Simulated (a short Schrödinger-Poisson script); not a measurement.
Structure: MOS inversion layer, SiO2 on p-type GaN, at 300 K.

```csv
layer,material,thickness (nm),Na (cm⁻³)
1,SiO2,3.8,-
2,GaN,1100,3.5e17
```

Constants are typed, rounded textbook-type inputs, not results; the design itself was drawn at random and stands for no fabricated device. SiO2: permittivity 3.9, conduction-band edge (eV) 3.2, gap (eV) 9, electron mass (mₑ) 0.5. GaN: permittivity 9.5, conduction-band edge (eV) 0, gap (eV) 3.43, Nv at 300 K (cm⁻³) 4.6e19.

Channel valleys (confinement mass, in-plane density-of-states mass, number): Γ 0.2, 0.2, 1. At the gate the conduction-band edge of layer 1 lies 3.8 eV − eVg above the Fermi level of the channel; the field vanishes at the back. Gaps are held at their typed values at every temperature. Mesh 0.03 nm at interfaces.

Solved with a short Schrödinger-Poisson script written for these runs: 1D Poisson equation in equilibrium, electrons quantum, Hartree (BenDaniel-Duke, 12 states a valley, the channel's in-plane mass for all, wave functions ending at the dielectric), parabolic valleys, classical holes, full ionisation, no traps, pinning or gate leakage.

The same stack at other levels of the model or other numerical settings:

```
run                                                                  sheet density of all electrons at Vg = 3.45 V (cm⁻²)  sheet density of all electrons at Vg = 1.65 V (cm⁻²)  capacitance at Vg = 3.45 V (μF/cm²)  centroid of the channel electrons at Vg = 3.45 V (nm)  rough cost against the base
-------------------------------------------------------------------  ----------------------------------------------------  ----------------------------------------------------  -----------------------------------  -----------------------------------------------------  ---------------------------
base                                                                                                              9.29e12                                               1.02e12                                0.760                                                   1.78                      about 1
electrons treated as classical, Boltzmann                                                                         1.18e13                                               1.94e12                                0.889                                                   0.24                         0.04
electrons treated as classical, Fermi-Dirac                                                                       1.03e13                                               1.64e12                                  [?]                                                   0.90                          0.3
electrons treated as quantum, Hartree plus LDA exchange-correlation                                                   [?]                                               1.14e12                                0.768                                                    [?]                            2
mesh six times as coarse                                                                                          9.29e12                                               1.02e12                                0.760                                                   1.77                          0.3
one subband a valley                                                                                              9.28e12                                               1.02e12                                0.759                                                   1.77                          0.7
```

**Question.** Some entries are withheld; supply them.

**Answer.** 
- electrons treated as quantum, Hartree plus LDA exchange-correlation, sheet density of all electrons at Vg = 3.45 V (cm⁻²): 9.56e12
- electrons treated as classical, Fermi-Dirac, capacitance at Vg = 3.45 V (μF/cm²): 0.793
- electrons treated as quantum, Hartree plus LDA exchange-correlation, centroid of the channel electrons at Vg = 3.45 V (nm): 1.73

The classical rows ignore confinement, and Boltzmann statistics overrate the density once the band edge passes the Fermi level.

In real p-type GaN the Mg acceptor is only partly ionised, and so wide a gap doesn't supply an inversion layer without source and drain.
